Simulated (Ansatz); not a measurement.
The starting structures come from a database of crystals and need not be the phases stable at ambient conditions.

Tunnelling through a barrier is set by its complex band structure: the current falls as exp(−2κd) with the smallest κ.

Here is the system:

```
CdBr2
1.0
    3.99741     0.00000     0.00000
    0.00000    18.92815     0.00000
    1.99871     6.30938     1.15395
Cd Br
1 2
Direct
  0.00000   0.00000   0.00000
  0.00000   0.25004   0.00000
  0.00000   0.74996   0.00000
```

Space group of this cell: R-3m. The cell was relaxed by PBE-D3(BJ).

Transport runs along the normal of the first two printed cell vectors, the (100) plane of the conventional cell.

No gap correction and no spin-orbit coupling; mid-gap values are interpolated between computed energies.

**Question.** Compute, with r2SCAN run with Ansatz (a quantum-chemistry and plane-wave program), the band gap and the smallest decay constant κ at mid-gap.

**Answer.** Gap 3.39 eV on a 26×26×26 mesh; κ = 0.261 1/Å, at the zone centre.
